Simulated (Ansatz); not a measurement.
System: O vacancy in monoclinic ZrO2 strained by -1.5 % along x and y, z held (neutral cell). Method: PBE, PAW (plane waves to 420 eV; Ansatz, a program for electronic structure).

Settings: 96 host sites, the strained lattice (strain from the relaxed PBE one, atoms relaxed), the Γ point alone, smearing 0.01 eV, spin-restricted, no image-charge correction. Static, classical nuclei. The charge state is imposed; whether it is stable for some Fermi level was not computed. Forms of the defect that were not tried may lie lower. The start lies 0.077 eV above the lowest site run (PBE).

Barriers: single points on a 2×2×2 k-point mesh shifted by half a step at the bands' geometries (they differ from the bands' own by up to 0.16 eV, and are uncertain by about as much).

Relaxed starting cell (atoms counted from 1):

```yaml
crystal:
  lattice:
    - [10.22300, 0.00000, 0.00000]
    - [0.00000, 10.32629, 0.00000]
    - [-1.77998, 0.00000, 10.60481]
  atoms:
    - { symbol: Zr, position: [0.13546, 0.22398, 0.35901] }
    - { symbol: Zr, position: [0.13836, 0.22846, 0.85597] }
    - { symbol: Zr, position: [0.13856, 0.72783, 0.35546] }
    - { symbol: Zr, position: [0.13812, 0.72876, 0.85520] }
    - { symbol: Zr, position: [0.63756, 0.22812, 0.35573] }
    - { symbol: Zr, position: [0.63789, 0.22866, 0.85512] }
    - { symbol: Zr, position: [0.63839, 0.72858, 0.35538] }
    - { symbol: Zr, position: [0.63866, 0.72834, 0.85509] }
    - { symbol: Zr, position: [0.36048, 0.27187, 0.14629] }
    - { symbol: Zr, position: [0.35977, 0.27162, 0.64564] }
    - { symbol: Zr, position: [0.36129, 0.77112, 0.14521] }
    - { symbol: Zr, position: [0.36109, 0.77124, 0.64564] }
    - { symbol: Zr, position: [0.86049, 0.27064, 0.14653] }
    - { symbol: Zr, position: [0.86148, 0.27174, 0.64442] }
    - { symbol: Zr, position: [0.86121, 0.77192, 0.14526] }
    - { symbol: Zr, position: [0.86108, 0.77301, 0.64411] }
    - { symbol: Zr, position: [0.36006, 0.47757, 0.39541] }
    - { symbol: Zr, position: [0.36123, 0.47841, 0.89565] }
    - { symbol: Zr, position: [0.35989, 0.97746, 0.39523] }
    - { symbol: Zr, position: [0.36153, 0.97828, 0.89576] }
    - { symbol: Zr, position: [0.86078, 0.47858, 0.39571] }
    - { symbol: Zr, position: [0.86113, 0.47802, 0.89526] }
    - { symbol: Zr, position: [0.86262, 0.98015, 0.39527] }
    - { symbol: Zr, position: [0.86095, 0.97869, 0.89513] }
    - { symbol: Zr, position: [0.13790, 0.02078, 0.10673] }
    - { symbol: Zr, position: [0.13748, 0.02059, 0.60702] }
    - { symbol: Zr, position: [0.13826, 0.52136, 0.10584] }
    - { symbol: Zr, position: [0.13807, 0.52171, 0.60562] }
    - { symbol: Zr, position: [0.63805, 0.02141, 0.10572] }
    - { symbol: Zr, position: [0.63748, 0.02189, 0.60515] }
    - { symbol: Zr, position: [0.63829, 0.52155, 0.10517] }
    - { symbol: Zr, position: [0.63794, 0.52149, 0.60501] }
    - { symbol: O, position: [0.03148, 0.08925, 0.92770] }
    - { symbol: O, position: [0.03228, 0.58615, 0.42434] }
    - { symbol: O, position: [0.03198, 0.58708, 0.92558] }
    - { symbol: O, position: [0.53010, 0.08879, 0.42707] }
    - { symbol: O, position: [0.53243, 0.08794, 0.92658] }
    - { symbol: O, position: [0.53183, 0.58749, 0.42575] }
    - { symbol: O, position: [0.53227, 0.58775, 0.92603] }
    - { symbol: O, position: [0.46729, 0.41195, 0.07462] }
    - { symbol: O, position: [0.46663, 0.41177, 0.57470] }
    - { symbol: O, position: [0.46719, 0.91223, 0.07478] }
    - { symbol: O, position: [0.46668, 0.91269, 0.57461] }
    - { symbol: O, position: [0.96779, 0.41052, 0.07679] }
    - { symbol: O, position: [0.96534, 0.41615, 0.57717] }
    - { symbol: O, position: [0.96777, 0.91068, 0.07285] }
    - { symbol: O, position: [0.96647, 0.91715, 0.57194] }
    - { symbol: O, position: [0.46710, 0.33791, 0.32463] }
    - { symbol: O, position: [0.46707, 0.33815, 0.82401] }
    - { symbol: O, position: [0.46741, 0.83811, 0.32482] }
    - { symbol: O, position: [0.46823, 0.83809, 0.82471] }
    - { symbol: O, position: [0.96385, 0.32984, 0.33163] }
    - { symbol: O, position: [0.96667, 0.33663, 0.82514] }
    - { symbol: O, position: [0.97023, 0.84220, 0.32389] }
    - { symbol: O, position: [0.96768, 0.83938, 0.82282] }
    - { symbol: O, position: [0.02902, 0.15635, 0.18336] }
    - { symbol: O, position: [0.03348, 0.16434, 0.67365] }
    - { symbol: O, position: [0.03192, 0.66211, 0.17635] }
    - { symbol: O, position: [0.03336, 0.66582, 0.67370] }
    - { symbol: O, position: [0.53193, 0.16194, 0.17679] }
    - { symbol: O, position: [0.53068, 0.16190, 0.67600] }
    - { symbol: O, position: [0.53255, 0.66238, 0.17605] }
    - { symbol: O, position: [0.53229, 0.66211, 0.67618] }
    - { symbol: O, position: [0.22203, 0.37125, 0.48895] }
    - { symbol: O, position: [0.22320, 0.37135, 0.98885] }
    - { symbol: O, position: [0.22380, 0.87040, 0.48900] }
    - { symbol: O, position: [0.22295, 0.87164, 0.98894] }
    - { symbol: O, position: [0.72262, 0.37175, 0.48846] }
    - { symbol: O, position: [0.72314, 0.37179, 0.98852] }
    - { symbol: O, position: [0.72444, 0.87191, 0.48860] }
    - { symbol: O, position: [0.72348, 0.87200, 0.98818] }
    - { symbol: O, position: [0.27546, 0.12786, 0.01371] }
    - { symbol: O, position: [0.26725, 0.12846, 0.51049] }
    - { symbol: O, position: [0.27615, 0.62801, 0.01210] }
    - { symbol: O, position: [0.27619, 0.62753, 0.51232] }
    - { symbol: O, position: [0.77641, 0.12838, 0.01261] }
    - { symbol: O, position: [0.77572, 0.12830, 0.51149] }
    - { symbol: O, position: [0.77645, 0.62830, 0.01184] }
    - { symbol: O, position: [0.77598, 0.62844, 0.51167] }
    - { symbol: O, position: [0.27493, 0.12153, 0.26352] }
    - { symbol: O, position: [0.27755, 0.12243, 0.76392] }
    - { symbol: O, position: [0.27637, 0.62180, 0.26207] }
    - { symbol: O, position: [0.27586, 0.62119, 0.76235] }
    - { symbol: O, position: [0.77601, 0.12190, 0.26295] }
    - { symbol: O, position: [0.77573, 0.12207, 0.76164] }
    - { symbol: O, position: [0.77675, 0.62192, 0.26212] }
    - { symbol: O, position: [0.77721, 0.62209, 0.76147] }
    - { symbol: O, position: [0.22255, 0.37830, 0.23875] }
    - { symbol: O, position: [0.22279, 0.37845, 0.73903] }
    - { symbol: O, position: [0.22387, 0.87725, 0.23847] }
    - { symbol: O, position: [0.22439, 0.87680, 0.73986] }
    - { symbol: O, position: [0.72344, 0.37847, 0.23830] }
    - { symbol: O, position: [0.72313, 0.37834, 0.73838] }
    - { symbol: O, position: [0.72323, 0.87753, 0.23751] }
    - { symbol: O, position: [0.72322, 0.87849, 0.73819] }
```

End state 1 differs by these moves (Å; atoms that move under 0.08 Å are left out):

```json
[
 {"atom": "45", "element": "O", "Δx": "0.06", "Δy": "-0.09", "Δz": "-0.03"},
 {"atom": "47", "element": "O", "Δx": "-0.04", "Δy": "0.03", "Δz": "0.10"},
 {"atom": "52", "element": "O", "Δx": "0.06", "Δy": "0.10", "Δz": "-0.09"},
 {"atom": "55", "element": "O", "Δx": "-0.03", "Δy": "-0.06", "Δz": "0.05"},
 {"atom": "56", "element": "O", "Δx": "0.03", "Δy": "0.05", "Δz": "-0.06"},
 {"atom": "57", "element": "O", "Δx": "0.38", "Δy": "-0.73", "Δz": "-2.55"},
 {"atom": "81", "element": "O", "Δx": "-0.10", "Δy": "-0.01", "Δz": "-0.04"}
]
```

Q: Predict the forward and backward barriers to end state 1 from PBE, PAW.

A: forward 1.40 eV, backward 1.40 eV; at the saddle point atom 57 has neighbours Zr at 1.98, Zr at 2.20, Zr at 2.39 Å. The saddle point's order was not checked.

End state 2 differs by these moves (Å; atoms that move under 0.08 Å are left out):

| atom | element | Δx | Δy | Δz |
|---|---|---|---|---|
| 52 | O | 0.02 | 0.06 | -0.06 |
| 56 | O | 0.05 | 0.06 | -0.10 |
| 64 | O | 0.05 | -0.07 | 0.01 |
| 73 | O | -2.22 | -0.44 | -0.89 |

Q: What is the computed forward and backward barriers to end state 2 (PBE, PAW)?

A: forward 2.20 eV, backward 2.27 eV; at the saddle point atom 73 has neighbours O at 2.54; Zr at 1.98, Zr at 1.99, Zr at 2.44 Å. The saddle point's order was not checked.

End state 3 differs by these moves (Å; atoms that move under 0.08 Å are left out):

| atom | element | Δx | Δy | Δz |
|---|---|---|---|---|
| 47 | O | 0.05 | -0.11 | -0.05 |
| 52 | O | 0.04 | 0.06 | -0.05 |
| 54 | O | 0.50 | 2.45 | 1.01 |
| 56 | O | 0.07 | 0.10 | -0.10 |
| 73 | O | 0.08 | 0.00 | 0.02 |
| 94 | O | 0.08 | 0.01 | 0.03 |

Q: Predict the forward and backward barriers to end state 3 from PBE, PAW.

A: forward 1.81 eV, backward 1.81 eV; at the saddle point atom 54 has neighbours Zr at 1.93, Zr at 2.30 Å. The saddle point's order was not checked.
